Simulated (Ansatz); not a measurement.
The structure below was relaxed with DFT with r2SCAN, PAW potentials and a 500 eV plane-wave cutoff in Ansatz (a first-principles code), no SOC, at pressure 30 GPa.

Space group Fm-3m (No. 225); a = 6.0044 Å, b = 6.0044 Å, c = 6.0044 Å, α = 90.00°, β = 90.00°, γ = 90.00°

| atom | site | symmetry | x | y | z |
|---|---|---|---|---|---|
| La | 4b | m-3m | 0.5000 | 0.5000 | 0.5000 |
| Bi | 4a | m-3m | 0.0000 | 0.0000 | 0.0000 |

Task: Write out a cell with all atoms.

Result: 
```cif
data_Bi4La4
_chemical_formula_sum 'La4 Bi4'
_space_group_name_H-M_alt 'P 1'
_space_group_IT_number 1
_cell_length_a 6.00443
_cell_length_b 6.00443
_cell_length_c 6.00443
_cell_angle_alpha 90.000
_cell_angle_beta 90.000
_cell_angle_gamma 90.000
loop_
_space_group_symop_operation_xyz
  'x, y, z'
loop_
_atom_site_label
_atom_site_type_symbol
_atom_site_fract_x
_atom_site_fract_y
_atom_site_fract_z
_atom_site_occupancy
La1 La 0.50000 0.00000 0.00000 1
Bi1 Bi 0.00000 0.00000 0.00000 1
La2 La 0.50000 0.50000 0.50000 1
Bi2 Bi 0.00000 0.50000 0.50000 1
La3 La 0.00000 0.00000 0.50000 1
Bi3 Bi 0.50000 0.00000 0.50000 1
La4 La 0.00000 0.50000 0.00000 1
Bi4 Bi 0.50000 0.50000 0.00000 1
```
This is the conventional cell.

Load acts through the strain it causes; cell and atoms are relaxed under it. Stability against distortions was not tested. No other phases were tried under pressure. The cell was made from LaBi in the rock salt structure (space group Fm-3m, No. 225) by this change: pressure 30 GPa.
